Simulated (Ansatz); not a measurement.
MgS, response to strain

Consider MgS in the rock salt structure (space group Fm-3m, No. 225; a = 5.203 Å).

Strains are applied to the cell and any free atomic positions relax.

Calculations: Ansatz (a first-principles code) r2SCAN, without spin-orbit coupling.

Notes on the quantities. energy relative to the base: free energy F.

```csv
isotropic strain (%),energy relative to the base (meV/atom)
0,0.0
0.5,1.0
1,3.8
1.5,?
2,14.9
2.5,22.9
3,32.5
```

Task: Fit ΔE = Aε² + Bε³ (ε in %) to the rows shown and predict the withheld row.

Result: Least squares on the printed values gives A = 3.94 and B = -0.11 meV/atom (largest residual 0.0 meV/atom); this predicts 8.5 meV/atom, and the run gives 8.5 meV/atom, in agreement.

No phonon test of stability was made.
